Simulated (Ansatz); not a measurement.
# How the bulk modulus of 1T (CdI2-type) TiBr2 moves with the method

No measured value is used here.

```tsv
level (code)	value (GPa)	cell (Å³/atom)
LDA (Ansatz)	26.8	21.54
PBEsol (Ansatz)	9.14	23.36
PBEsol-D3(BJ) (Ansatz)	39.1	20.92
rVV10 (Ansatz)	28.6	23.84
r²SCAN (Ansatz)	13.5	24.53
r²SCAN-D4 (Ansatz)	21.5	23.70
r²SCAN+rVV10 (Ansatz)	26.6	23.23
```

The crystal itself was run without spin with LDA, PBEsol, PBEsol-D3(BJ), rVV10, r²SCAN, r²SCAN-D4, r²SCAN+rVV10; a magnetic state was not tried in these runs. LDA, PBEsol, PBEsol-D3(BJ), rVV10, r²SCAN, r²SCAN-D4, r²SCAN+rVV10: the run has no spin polarisation, so it can have missed a magnetic state. LDA: LDA has no dispersion term either, though it tends to give short spacings of layers, chains or molecules. LDA, PBEsol, PBEsol-D3(BJ), rVV10, r²SCAN, r²SCAN-D4, r²SCAN+rVV10: the relaxation could not lower the start's symmetry, so the cell can be a saddle point above a distorted one. PBEsol, r²SCAN: the cell comes from a level without a dispersion term, which matters for the spacing of layers, chains or molecules. Each level is taken at its own relaxed cell. Cutoffs differ between the levels. Ansatz's density-functional and Hartree–Fock values are scalar-relativistic unless marked +SOC, with PAW data made under PBE.

Ansatz is a quantum-chemistry and plane-wave program.
